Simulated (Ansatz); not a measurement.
Band structure of La₃SnC (Pm-3m, 5 atoms in the cell).

```xyz
5
Lattice="5.1081 0.0000 0.0000 0.0000 5.1081 0.0000 0.0000 0.0000 5.1081" Properties=species:S:1:pos:R:3 pbc="T T T"
La     2.5540     0.0000     0.0000
La     0.0000     2.5540     0.0000
La     0.0000     0.0000     2.5540
Sn     2.5540     2.5540     2.5540
C      0.0000     0.0000     0.0000
```

Level of theory: PBEsol, PAW files made with PBE (plane waves; Ansatz, a program for electronic structure).

Settings: basis.ecutwfc = 30.9 Ry; kpoints.mp_grid.grid = 7 7 7; hamiltonian.xc = pbesol; hamiltonian.pseudopotentials = {kind: paw} (the program's default PAW files); scf.occupations.method = gaussian; scf.occupations.width = 0.02 Ry; kpoints.band_path.npoints = 8.

The starting cell comes from a database of computed structures (which also holds hypothetical and non-ambient phases and stackings), without a prior relaxation at this level. Its lattice was rescaled by a random factor within 2.5 % of one.

Levels in eV from the Fermi level, bands 22 to 29:
```tsv
point	22	23	24	25	26	27	28	29
Γ	-0.80	-0.80	-0.80	0.01	0.01	0.01	0.05	0.05
X	-1.28	-1.28	-0.42	-0.39	-0.39	0.51	1.15	1.42
M	-1.92	-1.82	-1.82	-0.86	1.21	1.21	1.29	1.29
R	-3.31	-0.57	-0.57	-0.57	1.05	1.05	1.05	1.53
```

Bands cross the Fermi level along this path, so the cell is metallic at this level.

Keys are those of Ansatz 0.2.
